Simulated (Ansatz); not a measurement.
Reference: IrGa (Pm-3m), PBEsol, DFPT electron-phonon coupling, linearised Boltzmann equation (plane waves, PAW, scalar-relativistic; Ansatz, a program for electronic structure); geometry: relaxed with this functional, without spin-orbit coupling.

```
CELL_PARAMETERS angstrom
      3.01981     0.00000     0.00000
      0.00000     3.01981     0.00000
      0.00000     0.00000     3.01981
ATOMIC_POSITIONS crystal
  Ga 0.00000 0.00000 0.00000
  Ir 0.50000 0.50000 0.50000
```

| Quantity | Result |
|---|---|
| resistivity at 300 K | 11.3 μΩ·cm |
| mean free path at 300 K | 21 nm |

Question: Swap Ir for Ni, keeping the structure type. How do these values move?

Answer: NiGa (Pm-3m): volume per atom 13.8 to 11.9 Å³; resistivity at 300 K stays about the same (11.3 μΩ·cm to 11.5 μΩ·cm); mean free path at 300 K falls (21 nm to 8.6 nm).

Moves up to 15 % count as about the same. Metals; harmonic phonons alone scatter; means over directions. The mean free path is weighted by the current that each state carries. Halving the electron mesh moves these values by up to 10 %; q meshes are mostly untested. Spin-orbit coupling is left out.

Formula and space group known from diffraction (Crystallography Open Database), not checked to be the room-temperature form: IrGa (Pm-3m), NiGa (Pm-3m). Treated as nonmagnetic (a ferromagnetic start lost its moment, other orders weren't tried): NiGa (Pm-3m). The missing spin-orbit coupling matters most for IrGa (Pm-3m).
